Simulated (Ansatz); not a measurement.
Start from ZnGeP2 in the chalcopyrite structure (space group I-42d, No. 122; a = 5.4999 Å, c = 10.8447 Å). Axes: x, y, z lie along a, b, c of the conventional cell.

Computed with PBE (Ansatz, an electronic-structure program, PAW, without spin-orbit coupling).

Before the change:

The shortest interatomic distance comes out as 2.360 Å and the pressure comes out as 0.0 kbar.

One thing is altered: uniaxial strain ε_zz = +2.25 %, all other strain components held at zero, atoms relaxed at fixed cell.

Q: What happens to the energy relative to the base?

A: The energy increases by 3.8 meV/atom.

Q: Estimate the effect on the shortest interatomic distance.

A: The shortest interatomic distance grows by 0.0177 Å to 2.377 Å.

Q: How does this affect the pressure?

A: The pressure (mean of the normal stresses, compression positive) goes from zero to -15.8 kbar.

No phonon test of stability was made.
